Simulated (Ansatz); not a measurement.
Take BeS in the zinc blende structure (space group F-43m, No. 216; a = 4.796 Å) as the base. Axes: x, y, z lie along the cube axes.

Method: Ansatz (an electronic-structure program), LDA, PAW, cutoff 420 eV, without spin-orbit coupling.

For the base:

The valence-band top at Γ comes out as 0.00, 0.00, 0.00 eV and the smallest direct gap comes out as 5.49 eV. The band gap is 2.82 eV.

It is then changed as follows: tensor shear ε_xy = +0.57 % (engineering shear γ = 0.0114), atoms relaxed at fixed cell.

Predict the new valence-band top at Γ.

The valence-band top at Γ (three highest levels, from the VBM) becomes 0.00, -0.05, -0.09 eV (base: 0.00, 0.00, 0.00 eV).

How does this affect the smallest direct gap?

The smallest direct gap decreases by 0.11 eV, from 5.49 eV to 5.38 eV.

Estimate the effect on the energy relative to the base.

The energy rises by 0.5 meV/atom.

What does the calculation give for the band gap after the change?

The band gap drops by 0.05 eV (2.82 eV → 2.77 eV).

The cells carry an imposed strain or load. No phonon test of stability was made.
